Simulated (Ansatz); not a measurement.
Functionals compared on NH2 on the 1x1 (110) surface of bcc Mo, one in a 2x2 cell, started at the site 'bridge Mo-Mo (span 2.7 Å)', in Ansatz (plane waves, PAW). The structure was relaxed with PBE; the other rows are single points on it, each with its references at the same level. Cutoff 420 eV (500 eV for r2SCAN).

Model: 19-atom slab, 6.5 Å thick at the start under the adsorbate (thin: gaps and levels are the slab's own), 6x6x1 mesh, Fermi-Dirac 0.1 eV, dipole correction, 8 atoms held, the rest relaxed; symmetry of the start imposed; no spin, no spin-orbit, no U, no dispersion correction. At the end it is bonded to 2 Mo. In PBE it is, or lies within 0.03 eV of, the lowest of the starts that converged. These notes are the PBE run's. Adsorption energies are against NH3(g) − ½ H2(g). A negative adsorption energy means that the adsorbate is more stable on the surface than in its reference.

| functional | adsorption energy (eV) | work function of the top face (eV) | change of the work function (eV) | rough cost of the single point |
|---|---|---|---|---|
| PBE | -0.97 | 3.41 | -1.18 | – |
| RPBE | -0.74 | 3.29 | -1.15 | around 2.9 core-minutes (rough) |
| r2SCAN | … | … | … | roughly 7 core-minutes |

### Question
Some entries are withheld; supply them.

### Answer

- r2SCAN, adsorption energy (eV): -1.14
- r2SCAN, work function of the top face (eV): 3.40
- r2SCAN, change of the work function (eV): -1.23

Ansatz is a quantum-chemistry and plane-wave program.
